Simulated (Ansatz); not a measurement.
Consider Sn in the diamond structure (space group Fd-3m, No. 227; a = 6.5665 Å). Axes: x, y, z lie along the cube axes.

The values are results of r2SCAN (Ansatz, a first-principles code, PAW, no SOC), not measurements.

Strains are applied to the cell and any free atomic positions relax; under biaxial strain the out-of-plane vector relaxes too.

One change was made to it. Results:

The pressure (mean of the normal stresses, compression positive) goes from zero to -0.3 GPa; the energy increases by 0.4 meV/atom; the volume per atom increases by 0.22 Å³, from 35.39 Å³ to 35.61 Å³; the band gap stays zero.

Task: What was done to the base?
A) biaxial strain +0.42 %, plane normal [111], relaxed out of plane
B) biaxial strain +1.25 %, plane normal [111], relaxed out of plane
C) biaxial strain +2.50 %, plane normal [111], relaxed out of plane

Result: A, biaxial strain +0.42 %, plane normal [111], relaxed out of plane. For comparison, the energy relative to the base in the other runs: biaxial strain +2.50 %, plane normal [111], relaxed out of plane gives +12 meV/atom; biaxial strain +1.25 %, plane normal [111], relaxed out of plane gives +3.1 meV/atom.

No phonon test of stability was made.
